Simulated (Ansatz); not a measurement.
## Convergence test for La₂O₃ (P-3m1, 5 atoms in the cell)

```xyz
5
Lattice="3.9308 0.0000 0.0000 -1.9654 3.4042 0.0000 0.0000 0.0000 6.1120" Properties=species:S:1:pos:R:3 pbc="T T T"
La     1.9654     1.1347     4.6069
La     0.0000     2.2694     1.5050
O      1.9654     1.1347     2.1643
O      0.0000     2.2694     3.9476
O      0.0000     0.0000     0.0000
```

Method: HSE06, default PAW files made with PBE (plane waves; Ansatz, a first-principles code).

The starting cell comes from a database of computed structures (which also holds hypothetical and non-ambient phases and stackings), without a prior relaxation at this level. Ansatz's pressure includes its estimate of the finite-basis (Pulay) stress. Another mesh or the band path of this cell gives a smaller gap, so this value is not converged in the mesh.

Held fixed: basis.ecutwfc = 30.9 Ry; hamiltonian.xc = hse06; hamiltonian.pseudopotentials = {kind: paw} (the program's default PAW files); scf.occupations.method = gaussian; scf.occupations.width = 0.0007 Ry.

ΔF is the free energy per atom less that of the last row (5 5 3).

| kpoints.mp_grid.grid | ΔF (meV/atom) | pressure (GPa) | largest force (eV/Å) | gap on the mesh (eV) | k-points | iterations |
|---|---|---|---|---|---|---|
| 1 1 1 | -686.9 | -17.34 | 1.719 | 6.580 | 1 | 20 |
| 2 2 1 | 134.2 | 1.65 | 0.647 | 5.461 | 2 | 22 |
| 3 3 2 | -0.31 | -0.65 | 0.162 | 5.356 | 6 | 18 |
| 4 4 2 | 0.72 | -0.58 | 0.149 | 5.377 | 8 | 18 |
| 5 5 3 | 0.00 | -0.60 | 0.142 | 5.490 | 12 | 18 |

Largest force within 0.01 eV/Å of the last row: from kpoints.mp_grid.grid = 4 4 2 on; the one before it is off by 0.019 eV/Å. Only the last setting checks this, so the series should go further.

Energy within 10 meV/atom of the last row: from kpoints.mp_grid.grid = 3 3 2 on; the one before it is off by 130 meV/atom.

The gap is read on the k-point mesh of the run and can differ from the gap over the whole zone at this level.

Keys are those of Ansatz 0.2.
